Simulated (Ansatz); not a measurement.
Cu_Si (silicon host)

All values below come from PBE, PAW (plane waves to 420 eV; Ansatz, a quantum-chemistry and plane-wave program). Cell: 64 sites, 2×2×2; final energies on a 2×2×2 shifted mesh. Site at the start: the Si site. Energies of charged states are corrected for periodic images (point charge plus alignment at distant sites). Dielectric constants: PBE linear response of the host. Host gap at this level: 0.61 eV. Finite-size and sampling errors can reach tenths of an eV here. Levels are measured in PBE's own, too narrow, gap. Spin–orbit coupling is left out, and no Hubbard U is applied to the open shells. Each state is the lowest found from its start.

Formation energies E_f are given with the Fermi level at the valence-band maximum. Chemical conditions: host crystal and elements as references (Δμ(Si) = 0.00 eV, Δμ(Cu) = 0.00 eV; Cu taken from its element, since no compound that bounds it was computed at this level; only phases computed here count, gases as isolated molecules at 0 K). Reference phases: Cu: fcc Cu, Si: silicon.

```tsv
charge	moment (μB)	largest move off a lattice site (Å)	image correction with alignment (eV)	E_f, host crystal and elements as references (eV)	above the lowest spin state (eV)
+1†	not spin-polarised	0.03	0.07	–	0.00
+1†	0.0	0.03	0.07	–	0.00
0†	1.0	0.07	0.00	2.00	0.00
0†	1.0	0.07	0.00	2.00	0.00
−1†	2.0	0.07	0.13	–	0.00
−1†	not spin-polarised	0.13	0.13	–	0.02
−2†	1.0	0.12	0.48	–	0.00
```

† Not settled in this cell, so no level is given: charge +1: a level filled in part, carriers not clearly localised; charge 0: a level filled in part; charge −1: a level filled in part; charge −2: level within 0.1 eV of a band edge or past it.

Starting moments that weren't kept: charge +1 began with 4 μB and ended with 0.0; charge 0 began with 3 μB and ended with 1.0.

All states together cost roughly 5 core-hours.
